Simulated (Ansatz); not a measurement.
Start from CdS in the zinc blende structure (space group F-43m, No. 216; a = 5.757 Å). Axes: x, y, z lie along the cube axes.

Method: Ansatz (an electronic-structure program) LDA, no SOC.

Before the change:

Electron mass: 0.10 mₑ (at Γ)
Band gap: 0.95 eV

It is then changed as follows: biaxial strain −2.50 %, plane normal [001], relaxed out of plane (Cartesian); in-plane vectors clamped, the third vector and the atoms free.

**Question.** Predict the new out-of-plane strain, electron mass and band gap.

**Answer.** The out-of-plane strain is +3.65 %; the electron mass goes from 0.10 mₑ (at Γ) to 0.11 mₑ out of plane, 0.10 mₑ in plane (at Γ); the band gap decreases by 0.05 eV to 0.90 eV.

Masses are band curvatures over ±0.01 Å⁻¹ around the edge. Gaps are read on the SCF mesh and a high-symmetry path. Stability against distortions was not tested.
